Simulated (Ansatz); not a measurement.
The starting structures come from a database of crystals and need not be the phases stable at ambient conditions.

Tunnelling through a barrier is set by its complex band structure: the current falls as exp(−2κd) with the smallest κ.

Here is the system:

```yaml
crystal:
  lattice:
    - [6.07405, 0.00000, 0.00000]
    - [0.00000, 6.48343, 0.00000]
    - [2.49004, 0.00000, 5.72899]
  atoms:
    - { symbol: Hg, position: [0.00000, 0.00000, 0.00000] }
    - { symbol: Hg, position: [0.00000, 0.50000, 0.50000] }
    - { symbol: Hg, position: [0.41689, 0.64273, 0.73986] }
    - { symbol: Hg, position: [0.58311, 0.35727, 0.26014] }
    - { symbol: Hg, position: [0.58311, 0.14273, 0.76014] }
    - { symbol: Hg, position: [0.41689, 0.85727, 0.23986] }
```

Space group of this cell: P2_1/c. The cell is taken as given; by r2SCAN its mean pressure is -1.2 GPa.

Transport runs along the normal of the first two printed cell vectors.

The gap is the functional's own, uncorrected, and κ follows it; spin-orbit coupling is left out. Mid-gap values are interpolated between the computed energies.

### Question
Compute, with r2SCAN (Ansatz, a first-principles code), the band gap and the smallest decay constant κ at mid-gap.

### Answer
Gap 1.33 eV on a 6×6×6 mesh; κ = 0.156 1/Å, at (0.500, 0.000) of the in-plane reciprocal vectors. At the zone centre, at the nearest computed energy, the slowest state has κ = 0.19 1/Å.
